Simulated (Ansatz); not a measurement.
**NiSi2 with two functionals, isotropic strain −0.97 %**

Consider NiSi2 (space group Fm-3m, No. 225; a = 5.445 Å; not spin-polarised; relaxed with 0.1 eV smearing).

(Cell as relaxed with PBE.)

Levels (all Ansatz, a first-principles code, PAW, earlier PAW set): PBE (420 eV, no spin-orbit coupling); r2SCAN (500 eV, no spin-orbit coupling).

Each level relaxes its own structure.

```csv
base,PBE,r2SCAN
volume per atom,13.46 Å³,13.04 Å³
lattice parameter a,5.445 Å,5.389 Å
band gap,zero,zero
```

Now apply this change: the cell is scaled by 0.9903 in all directions; the atoms relax in the strained cell.

| quantity | PBE | r2SCAN |
|---|---|---|
| energy relative to the base (free energy F) | +5.3 meV/atom | ? |
| pressure | 4.5 GPa | ? |
| band gap | zero | ? |

Q: What does r2SCAN give?

A: 
- energy relative to the base (free energy F), r2SCAN: +5.8 meV/atom
- pressure, r2SCAN: 5.1 GPa
- band gap, r2SCAN: zero

PBE's energy relative to the base lies 0.4 meV/atom below r2SCAN's; PBE's pressure lies 0.53 GPa below r2SCAN's; the two agree on the band gap. Neither level is exact; r2SCAN is the comparison here, not a measurement.

Stability against distortions was not tested. Seeded moments were not kept for the base. The final runs are not spin-polarised.
